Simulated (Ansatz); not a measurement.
**ZrRuAs: response to strain**

The parent structure is ZrRuAs (space group P-62m, No. 189; a = 6.5506 Å, c = 3.8908 Å; a cell from a computed database, its experimental status unchecked). Axes: x lies along a and z along c of the hexagonal cell.

Strains are applied to the cell and any free atomic positions relax; under biaxial strain the out-of-plane vector relaxes too.

Calculations: PBEsol (Ansatz, a program for electronic structure), no spin-orbit coupling.

Notes on the quantities. energy relative to the base: free energy F; pressure: mean of the normal stresses, compression positive.

```csv
change,energy relative to the base,volume per atom,pressure,space group
base,0 meV/atom,16.07 Å³,0.0 GPa,P-62m (No. 189)
"biaxial strain +0.67 %, plane normal [001], relaxed out of plane",–,16.18 Å³,-1.4 GPa,P-62m (No. 189)
isotropic strain −2.46 %,+62 meV/atom,14.91 Å³,18.3 GPa,P-62m (No. 189)
tensor shear ε_xy = +1.78 %,+6.2 meV/atom,16.06 Å³,0.2 GPa,Pm (No. 6)
tensor shear ε_yz = +1.80 %,+6.6 meV/atom,16.06 Å³,0.3 GPa,C2 (No. 5)
```

Without a gap, meshes like the base's 8×8×12 leave anisotropic stresses uncertain by several tenths of a GPa, and small strain energies with them. Stability against distortions was not tested. The final runs are not spin-polarised. An odd electron count without spin: ZrRuAs.
